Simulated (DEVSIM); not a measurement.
Structure: Al/La2O3/SiO2/p-Si capacitor, at 400 K.

```csv
layer (left to right),material,thickness (nm),Na (cm⁻³)
1,La2O3,1.30,-
2,SiO2,0.780,-
3,Si,1600,1.3e17
```

Metal gate on the left, work function 4.1 eV. Fixed charge at the semiconductor interface 0 cm⁻² (in units of +e); no interface traps.

Constants are typed, rounded textbook-type inputs, not results; the design itself was drawn at random and stands for no fabricated device. Values at 300 K; Nc and Nv go as T^1.5, mobilities as T to minus their exponent, the gap by Varshni's rule with the affinity fixed.

| parameter | La2O3 | SiO2 | Si |
|---|---|---|---|
| gap (eV) | 5.8 | 9 | 1.124 |
| affinity (eV) | 1.8 | 0.9 | 4.05 |
| permittivity | 27 | 3.9 | 11.7 |
| Nc (cm⁻³) | - | - | 2.86e19 |
| Nv (cm⁻³) | - | - | 3.1e19 |
| Varshni α (eV/K) | - | - | 0.000473 |
| Varshni β (K) | - | - | 636 |

DEVSIM, 1D Poisson equation in equilibrium, Boltzmann statistics, complete ionisation; no quantum confinement or tunnelling. Metal contacts follow the ideal Schottky-Mott rule: no Fermi-level pinning, no interface dipoles.

### Question
Give the band bending (positive: bands bend down) and minority sheet density.

### Answer

```json
[
 {"Vg (V)": "-1.2", "ψs (V)": "-0.189", "minority carriers (cm⁻²)": "< 1e8"},
 {"Vg (V)": "-0.9", "ψs (V)": "-0.044", "minority carriers (cm⁻²)": "< 1e8"},
 {"Vg (V)": "-0.6", "ψs (V)": "0.218", "minority carriers (cm⁻²)": "< 1e8"},
 {"Vg (V)": "-0.3", "ψs (V)": "0.503", "minority carriers (cm⁻²)": "1.4e8"},
 {"Vg (V)": "0", "ψs (V)": "0.779", "minority carriers (cm⁻²)": "2.9e11"}
]
```
